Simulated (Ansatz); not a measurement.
## Mo, response to strain

Consider Mo in the bcc (W type) structure (space group Im-3m, No. 229; a = 3.1510 Å; relaxed with 0.1 eV smearing).

Strains are applied to the cell and any free atomic positions relax.

Calculations: r2SCAN, PAW, 500 eV (Ansatz, a program for electronic structure; scalar-relativistic without spin-orbit coupling).

Notes on the quantities. energy relative to the base: free energy F.

| case | energy relative to the base | volume per atom | pressure |
|---|---|---|---|
| base | 0 meV/atom | 15.64 Å³ | 0.0 GPa |
| isotropic strain +0.50 % | +2.9 meV/atom | 15.88 Å³ | -3.9 GPa |
| isotropic strain +1.00 % | +12 meV/atom | 16.12 Å³ | -7.6 GPa |
| isotropic strain +1.50 % | +26 meV/atom | 16.36 Å³ | -11.1 GPa |
| isotropic strain +2.00 % | +45 meV/atom | 16.60 Å³ | -14.3 GPa |
| isotropic strain +2.50 % | +69 meV/atom | 16.84 Å³ | -17.2 GPa |
| isotropic strain +3.00 % | +98 meV/atom | 17.09 Å³ | -20.0 GPa |

Stability against distortions was not tested. The final runs are not spin-polarised.
